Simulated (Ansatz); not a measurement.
BN: stress against strain

BN (wurtzite, P6_3mc, 5.876 Å³/atom at rest, c along z) under an equal strain ε in the (0001) plane with the normal axis free, as in a coherent film. PBEsol in Ansatz, a plane-wave DFT program (PAW, default set), 420 eV, 15×15×8 Γ-centred mesh, Fermi-Dirac smearing 0.05 eV; ions are relaxed within the symmetry of each cell. Stress is positive for a compressed cell.

Here s stands for strain and y for stress xx.

| strain (%) | stress xx (GPa) |
|---|---|
| -3.00 | ? |
| -1.20 | 13.70 |
| -0.60 | 6.66 |
| 0.00 | 0.00 |
| 0.60 | -6.31 |
| 1.20 | -12.26 |

Q: Fit y against s with a straight line, and predict the withheld value at s = -3.00.

A: Means: s 0, y 0.358. About the means, the sum of products is -38.934 and the sum of squares of s is 3.6000; the slope is their ratio. Least squares gives y = 0.358 - 10.8150·s. Residuals (row less fit): 0.364, -0.187, -0.358, -0.179, 0.360; standard error 0.390 (degrees of freedom: 3). The slope gives the biaxial elastic modulus of this plane = 1082 ± 21 GPa. At the withheld row, y = 0.358 - 10.8150 × (-3.0) = 32.803 GPa. The calculation gives 37.19 GPa, 4.387 GPa above the prediction (8.9 % of the range of y in the table). The row lies outside the fitted rows, so this is an extrapolation. From the scatter of the fitted rows alone, a prediction at this place has a standard error of 0.751 GPa, so the miss is 5.8 times that.

One order more, fitted to all 11 runs of the series, follows each within 0.08, so the miss is the next term of a smooth law. BN is here a metastable high-pressure form. Rows are the converged runs of the series near zero and its far end; series whose fitted rows scatter by over a few per cent of the range, as at a crossing or softening among them, aren't shown in this form. Most that stay on the fit to the last digits aren't either.
